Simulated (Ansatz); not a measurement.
Start from AlN in the wurtzite structure (space group P6_3mc, No. 186).

```
AlN
1.0
    3.11382     0.00000     0.00000
   -1.55691     2.69665     0.00000
    0.00000     0.00000     4.98358
Al N
2 2
Direct
  0.33333   0.66667   0.99641
  0.66667   0.33333   0.49641
  0.33333   0.66667   0.37839
  0.66667   0.33333   0.87839
```

Cartesian axes are those of the cell as printed.

The values are results of PBEsol (Ansatz, a first-principles code), no spin-orbit coupling, not measurements.

Strains are applied to the cell and any free atomic positions relax; under biaxial strain the out-of-plane vector relaxes too.

One change was made to it. Results:

The band gap increases by 0.355 eV (4.09 eV → 4.45 eV); the pressure (mean of the normal stresses, compression positive) goes from zero to 75.0 kbar; the shortest interatomic distance falls by 0.0254 Å, from 1.892 Å to 1.866 Å.

Name the change that was made.
(A) strain tensor (xx, yy, zz, yz, xz, xy) = (+2.47, −0.08, −0.04, +0.50, +0.34, +0.81) %
(B) biaxial strain −2.49 %, plane normal [001], relaxed out of plane
(C) isotropic strain −2.01 %
(D) biaxial strain −2.28 %, plane normal [001], relaxed out of plane

D, biaxial strain −2.28 %, plane normal [001], relaxed out of plane. For comparison, the pressure in the other runs: isotropic strain −2.01 % gives 137.7 kbar; biaxial strain −2.49 %, plane normal [001], relaxed out of plane gives 82.6 kbar; strain tensor (xx, yy, zz, yz, xz, xy) = (+2.47, −0.08, −0.04, +0.50, +0.34, +0.81) % gives -46.3 kbar.

Whether these cells are dynamically stable was not tested.
